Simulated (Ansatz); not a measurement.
We consider Ge3N4 (P6₃/m, No. 176; cell taken from a computed entry), described by PBEsol (Ansatz, a quantum-chemistry and plane-wave program, plane waves, PAW).

Numerical settings: plane-wave cutoff 520 eV, 6×6×12 k mesh (along the axes of the cell as run), scalar-relativistic PAW data made under PBE.

Computed at the level's own relaxed cell.

Hill averages of the elastic tensor: K = 186.8 GPa, G = 79.8 GPa. Volume 12.386 Å³/atom, mean atomic mass 39.135 u.

Q: Work out the density, the sound velocities of a polycrystal and the elastic Debye temperature at this level.

A: ρ = 1.66054 × 39.135/12.386 = 5.247 g/cm³. v_l = √[(K + 4G/3)/ρ] = 7.475 km/s and v_t = √(G/ρ) = 3.900 km/s. The mean follows from 3/v_m³ = 1/v_l³ + 2/v_t³: v_m = 4.363 km/s. Θ_D = (ħ/k_B) v_m (6π²/V)^(1/3) = 76.38 K Å s/km × 4.363 × 1.6846 Å⁻¹ = 561 K, counting all atoms of the cell.

Note: the relaxation could not lower the start's symmetry, so the cell can be a saddle point above a distorted one.
